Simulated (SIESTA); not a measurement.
## SIESTA run on As (R-3m, 2 atoms in the cell): self-consistent single point

Level of theory: GGA PBE, numerical atomic orbitals TZP, PseudoDojo PBE standard norm-conserving potentials (rewritten from UPF to PSML) run with SIESTA.

Input:

```
# files in the folder: As.psml (PseudoDojo PBE standard)
SystemName  As
SystemLabel as

NumberOfAtoms                2
NumberOfSpecies              1
%block ChemicalSpeciesLabel
  1 33 As
%endblock ChemicalSpeciesLabel
LatticeConstant              1.0 Ang
%block LatticeVectors
     3.698766000   -1.889400000    0.000000000
     3.698766000    1.889400000    0.000000000
     2.733624000    0.000000000    3.126979000
%endblock LatticeVectors
AtomicCoordinatesFormat      Ang
%block AtomicCoordinatesAndAtomicSpecies
     2.347550944   -0.000000000    0.724571066  1
     7.831383588    0.000000000    2.417154767  1
%endblock AtomicCoordinatesAndAtomicSpecies

XC.functional                GGA
XC.authors                   PBE
PAO.BasisSize                TZP
PAO.EnergyShift              0.01 Ry
MeshCutoff                   300 Ry
%block kgrid.MonkhorstPack
    5   0   0  0.0
    0   5   0  0.0
    0   0   5  0.0
%endblock kgrid.MonkhorstPack
OccupationFunction           FD
ElectronicTemperature        100.0 meV

MaxSCFIterations             150
SCF.Mixer.Method             Pulay
SCF.Mixer.Weight             0.1
SCF.Mixer.History            8
SCF.DM.Tolerance             1.0E-05
Diag.ParallelOverK           true
WriteForces                  true
```

Output, abridged:

```
reinit: Reading from file input.fdf

reinit: System Name: As
reinit: System Label: as

coor:   Atomic-coordinates input format  =     Cartesian coordinates
coor:                                          (in Angstroms)

siesta: Atomic coordinates (Bohr) and species
siesta:      4.43623  -0.00000   1.36924  1        1
siesta:     14.79917   0.00000   4.56776  1        2

siesta: System type = bulk

initatomlists: Number of atoms, orbitals, and projectors:      2    44    36

siesta: ******************** Simulation parameters ****************************
redata: Spin configuration                          = none
redata: Time-Reversal Symmetry                      = T
redata: Number of Atomic Species                    =        1
redata: Mesh Cutoff                                 =   300.0000 Ry
redata: Net charge of the system                    =     0.0000 |e|
redata: Min. number of SCF Iter                     =        0
redata: Max. number of SCF Iter                     =      150
redata: SCF convergence failure will abort job
redata: SCF mix quantity                            = Hamiltonian
redata: Mix DM or H after convergence               =   F
redata: Recompute H after scf cycle                 =   F
redata: Mix DM in first SCF step                    =   T
redata: No kicks to SCF
redata: DM Mixing Weight for Kicks                  =     0.5000
redata: Require Harris convergence for SCF          =   F
redata: Harris energy tolerance for SCF             =     0.000100 eV
redata: Require DM convergence for SCF              =   T
redata: DM tolerance for SCF                        =     0.000010
redata: Require EDM convergence for SCF             =   F
redata: EDM tolerance for SCF                       =     0.001000 eV
redata: Require H convergence for SCF               =   T
redata: Hamiltonian tolerance for SCF               =     0.001000 eV
redata: Require (free) Energy convergence for SCF   =   F
redata: (free) Energy tolerance for SCF             =     0.000100 eV
redata: Using DFT-D3 dispersion                     =   F
redata: Using Saved Data (generic)                  =   F
redata: Method of Calculation                       = Diagonalization
redata: Electronic Temperature                      =  1160.4518 K
redata: Number of TDED substeps                     =        3
redata: Dynamics option                             = Single-point calculation
redata: Save all siesta data in one NC              =   F
redata: ***********************************************************************

%block SCF.Mixers
  Pulay
%endblock SCF.Mixers

%block SCF.Mixer.Pulay
  # Mixing method
  method pulay
  variant stable

  # Mixing options
  weight 0.1000
  weight.linear 0.1000
  history 8
%endblock SCF.Mixer.Pulay

DM_history_depth set to one: no extrapolation allowed by default for geometry relaxation
Size of DM history Fstack: 1
Total number of electrons:    30.000000
Total ionic charge:    30.000000

* ProcessorY, Blocksize:    1  45

* Orbital distribution balance (max,min):    44    44

 Kpoints in:           75 . Kpoints trimmed:           63

siesta: k-grid: Number of k-points = 63
siesta: k-points from Monkhorst-Pack grid
siesta: k-cutoff (effective) =     9.447 Ang
siesta: k-point supercell and displacements
siesta: k-grid:     5     0     0      0.000
siesta: k-grid:     0     5     0      0.000
siesta: k-grid:     0     0     5      0.000

diag: Algorithm                                     = D&C
diag: Parallel over k                               =   F
diag: Use parallel 2D distribution                  =   F
diag: Parallel block-size                           = 45
diag: Parallel distribution                         =     1 x     1
diag: Used triangular part                          = Lower
diag: Absolute tolerance                            =  0.100E-15
diag: Orthogonalization factor                      =  0.100E-05
diag: Memory factor                                 =  1.0000

superc: Internal auxiliary supercell:     5 x     5 x     5  =     125
superc: Number of atoms, orbitals, and projectors:    250   5500   4500

                        Single-point calculation

superc: Internal auxiliary supercell:     5 x     5 x     5  =     125
superc: Number of atoms, orbitals, and projectors:    250   5500   4500

outcell: Unit cell vectors (Ang):
        3.698766   -1.889400    0.000000
        3.698766    1.889400    0.000000
        2.733624    0.000000    3.126979

outcell: Cell vector modules (Ang)   :    4.153396    4.153396    4.153396
outcell: Cell angles (23,13,12) (deg):     54.1176     54.1176     54.1176
outcell: Cell volume (Ang**3)        :     43.7055
new_DM -- step:     1
Initializing Density Matrix...

Attempting to read DM from file... Failed...
DM filled with atomic data:

InitMesh: MESH = 40 x 40 x 40 = 64000
InitMesh: Mesh cutoff (required, used) =   300.000   354.020 Ry

stepf: Fermi-Dirac step function

        iscf     Eharris(eV)        E_KS(eV)     FreeEng(eV)     dDmax    Ef(eV) dHmax(eV)
   scf:    1    -5771.953121    -5770.020894    -5770.036239  0.975272 -2.775533  1.909947
   scf:    2    -5770.065244    -5770.043438    -5770.058746  0.006164 -2.806632  1.662278
   scf:    3    -5770.128865    -5770.097744    -5770.112444  0.034423 -3.004100  0.203445
   scf:    4    -5770.100590    -5770.099539    -5770.114504  0.013689 -3.021403  0.018408
   scf:    5    -5770.099505    -5770.099529    -5770.114505  0.001035 -3.014139  0.028832
   scf:    6    -5770.099566    -5770.099550    -5770.114521  0.001374 -3.012332  0.000356
   scf:    7    -5770.099550    -5770.099550    -5770.114521  0.000012 -3.012353  0.000077
   scf:    8    -5770.099550    -5770.099550    -5770.114521  0.000009 -3.012334  0.000038

SCF Convergence by DM+H criterion
max |DM_out - DM_in|         :     0.0000088447
max |H_out - H_in|      (eV) :     0.0000375828
SCF cycle converged after 8 iterations

Using DM_out to compute the final energy and forces

siesta: E_KS(eV) =            -5770.0995

siesta: E_KS - E_eggbox =     -5770.0995

siesta: Atomic forces (eV/Ang):
     1    0.258707    0.000000    0.079852
     2   -0.260994    0.000000   -0.080558
   Tot   -0.002288    0.000000   -0.000707
   Max    0.260994
   Res    0.157010    sqrt( Sum f_i^2 / 3N )
   Max    0.260994    constrained

Stress tensor Voigt[x,y,z,yz,xz,xy] (kbar):      -21.09      -50.56      -47.76       -0.00        9.10       -0.00
(Free)E + p*V (eV/cell)    -5769.0287
Target enthalpy (eV/cell)    -5770.1145

siesta: Program's energy decomposition (eV):
siesta: Ebs     =      -883.266881
siesta: Eions   =      5970.801903
siesta: Ena     =       179.141372
siesta: Ekin    =      4152.103031
siesta: Enl     =     -2848.569143
siesta: Eso     =         0.000000
siesta: Edftu   =         0.000000
siesta: DEna    =        10.738209
siesta: DUscf   =         0.221197
siesta: DUext   =         0.000000
siesta: Ex      =     -1226.624510
siesta: Ec      =       -66.307803
siesta: Exc     =     -1292.932313
siesta: Eharris =     -5770.099550
siesta: Etot    =     -5770.099550
siesta: FreeEng =     -5770.114521

siesta: Atomic forces (eV/Ang):
siesta:      1    0.258707    0.000000    0.079852
siesta:      2   -0.260994    0.000000   -0.080558
siesta: ----------------------------------------
siesta:    Tot   -0.002288    0.000000   -0.000707

siesta: Stress tensor (static) (eV/Ang**3):
siesta:    -0.013164   -0.000000    0.005678
siesta:    -0.000000   -0.031560    0.000000
siesta:     0.005678   -0.000000   -0.029808

siesta: Cell volume =         43.705463 Ang**3

siesta: Pressure (static):
siesta:                Solid            Molecule  Units
siesta:           0.00027059          0.00040023  Ry/Bohr**3
siesta:           0.02484401          0.03674740  eV/Ang**3
siesta:          39.80449185         58.87582664  kBar
```

The run converged in 8 iterations.

The starting cell has typed, rounded lattice constants, without a prior relaxation at this level. Its lattice was rescaled by up to half a per cent. One atom was moved a little off its site on purpose. Values carry the incompleteness of an atom-centred basis. With a pressure of about 4 GPa the cell is away from its equilibrium volume at this level.
